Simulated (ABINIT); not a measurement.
Worked example: self-consistent single point of AgI (F-43m, 2 atoms in the cell) in ABINIT.

Computed with PBE, spin-orbit coupling, PAW (JTH v2.0 PBE PAW) (plane waves; ABINIT 10.0.3).

```
CELL_PARAMETERS angstrom
      0.00000     3.22630     3.22630
      3.22630     0.00000     3.22630
      3.22630     3.22630     0.00000
ATOMIC_POSITIONS crystal
  Ag 0.00000 0.00000 0.00000
  I  0.75000 0.75000 0.75000
```

Reference input (self-consistent single point, DFT, PBE, plane waves, PAW (JTH v2.0 PBE PAW)): pseudos = [Ag.GGA_PBE-JTH.xml, I.GGA_PBE-JTH.xml]; ecut = 544 eV; pawecutdg = 1088 eV; pawxcdev = 0; occopt = 3; tsmear = 0.01 eV; ngkpt = 9 9 9; nshiftk = 1; shiftk = 0 0 0; potentials = JTH v2.0 PBE PAW; nband = 14; kptopt = 1. This run's input differs from it in these lines:

```diff
@@ -18,6 +18,8 @@
 pawxcdev 0
+nspinor 2
+nspden 1
 occopt 3
 tsmear 0.01 eV
-nband 14
-kptopt 1
+nband 30
+kptopt 4
 ngkpt 9 9 9
```

Output, abridged:

```
--- !BeginCycle
solver: {iscf: 17, nstep: 80, nline: 4, wfoptalg: 10, }
tolerances: {toldfe: 1.00E-09, }
...

     iter   Etot(hartree)      deltaE(h)  residm     nres2
 ETOT  1  -49.884931175523    -4.988E+01 3.711E-02 1.126E+00
 ETOT  2  -49.910212879772    -2.528E-02 1.080E-02 2.589E-01
 ETOT  3  -49.909241100620     9.718E-04 1.672E-03 1.870E-02
 ETOT  4  -49.909230831334     1.027E-05 4.061E-04 2.641E-03
 ETOT  5  -49.909236504628    -5.673E-06 2.564E-04 2.325E-04
 ETOT  6  -49.909239104800    -2.600E-06 9.499E-05 2.900E-05
 ETOT  7  -49.909239816452    -7.117E-07 1.588E-04 3.035E-06
 ETOT  8  -49.909239952730    -1.363E-07 5.693E-05 5.901E-07
 ETOT  9  -49.909239952493     2.370E-10 6.195E-05 2.046E-08
 ETOT 10  -49.909239953384    -8.914E-10 5.523E-05 2.015E-09
 At SCF step   10, etot is converged :
  for the second time, diff in etot=  8.914E-10 < toldfe=  1.000E-09

 Cartesian components of stress tensor (hartree/bohr^3)
  sigma(1 1)= -9.94626884E-05  sigma(3 2)=  0.00000000E+00
  sigma(2 2)= -9.94626884E-05  sigma(3 1)=  0.00000000E+00
  sigma(3 3)= -9.94626884E-05  sigma(2 1)=  0.00000000E+00

 ----iterations are completed or convergence reached----

 reduced coordinates (array xred) for    2 atoms
       0.000000000000      0.000000000000      0.000000000000
       0.750000000000      0.750000000000      0.750000000000
 cartesian forces (eV/Angstrom) at end:
    1      0.00000000000000    -0.00000000000000    -0.00000000000000
    2     -0.00000000000000     0.00000000000000     0.00000000000000
 frms,max,avg= 1.2580732E-26 1.7600575E-26   0.000E+00  0.000E+00  0.000E+00 e/A
   [... lines left out ...]
 Fermi (or HOMO) energy (eV) =  -1.46106   Average Vxc (eV)=  -8.59199
   [... lines left out ...]
'-kT*entropy'       :  2.10899877322737E-16
total_energy        : -4.99092477195095E+01
total_energy_eV     : -1.35809969785940E+03
...

-Cartesian components of stress tensor (GPa)         [Pressure=  2.9263E+00 GPa]
- sigma(1 1)= -2.92629283E+00  sigma(3 2)=  0.00000000E+00
- sigma(2 2)= -2.92629283E+00  sigma(3 1)=  0.00000000E+00
- sigma(3 3)= -2.92629283E+00  sigma(2 1)=  0.00000000E+00

 Calculation completed.
```

The run converged in 10 iterations. Against the reference run the pressure hardly changes (2.91 to 2.93 GPa) and the gap on the mesh goes from 1.347 to 1.121 eV.

The starting cell comes from a database of computed structures (which also holds hypothetical and non-ambient phases and stackings), without a prior relaxation at this level. Its lattice was rescaled by a random factor within 2.5 % of one.

Cost on one core of a shared machine: roughly 3 min.
